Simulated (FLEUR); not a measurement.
Density of states of Li (Im-3m, 1 atom in the cell).

```
Li
1.0
   -1.74545     1.74545     1.74545
    1.74545    -1.74545     1.74545
    1.74545     1.74545    -1.74545
Li
1
Direct
  0.00000   0.00000   0.00000
```

Method of the run: PBE, all-electron FLAPW (FLEUR), scalar-relativistic valence run with FLEUR.

SCF settings: Kmax = 3.8 1/bohr; GmaxXC = 15.2 1/bohr; xcFunctional = pbe; jspins = 1; l_soc = F; mode = hist; fermiSmearingEnergy = 0.00367493 Htr; mesh (inpgen div1-3) = 17 17 17; inpgen gamma flag = false; Gmax = 15.2 1/bohr; numbands = 0; maxIterBroyd = 15; imix = Anderson; alpha = 0.05; precondParam = 0; minDistance = 1e-05 me/bohr^3; ctail = T; kcrel = 0.

The starting cell comes from a database of computed structures (which also holds hypothetical and non-ambient phases and stackings), without a prior relaxation at this level. Its lattice was rescaled by a random factor within 2.5 % of one. Values depend on the basis (sphere radii, cutoffs, local orbitals), which need not be converged.

Total DOS (both spins), as means of the tabulated values in each energy bin; the zero is the program's Fermi level or highest filled level, and the curve is cut to this window:

```
E (eV) | states/eV/cell
    -7.88 |  0.00
    -7.62 |  0.00
    -7.38 |  0.00
    -7.12 |  0.00
    -6.88 |  0.00
    -6.62 |  0.00
    -6.38 |  0.00
    -6.12 |  0.00
    -5.88 |  0.00
    -5.62 |  0.00
    -5.38 |  0.00
    -5.12 |  0.00
    -4.88 |  0.00
    -4.62 |  0.00
    -4.38 |  0.00
    -4.12 |  0.00
    -3.88 |  0.00
    -3.62 | # 0.01
    -3.38 | #### 0.07
    -3.12 | ####### 0.14
    -2.88 | ########## 0.18
    -2.62 | ########### 0.21
    -2.38 | ############# 0.24
    -2.12 | ############## 0.25
    -1.88 | ################ 0.30
    -1.62 | ################ 0.29
    -1.38 | ################## 0.34
    -1.12 | ################### 0.35
    -0.88 | ################### 0.35
    -0.62 | ####################### 0.42
    -0.38 | ###################### 0.40
    -0.12 | ######################## 0.45
     0.12 | ############################## 0.55
     0.38 | ############################# 0.53
     0.62 | ############################ 0.51
     0.88 | ############################# 0.53
```

Around zero the curve holds about 0.5 states/eV/cell.
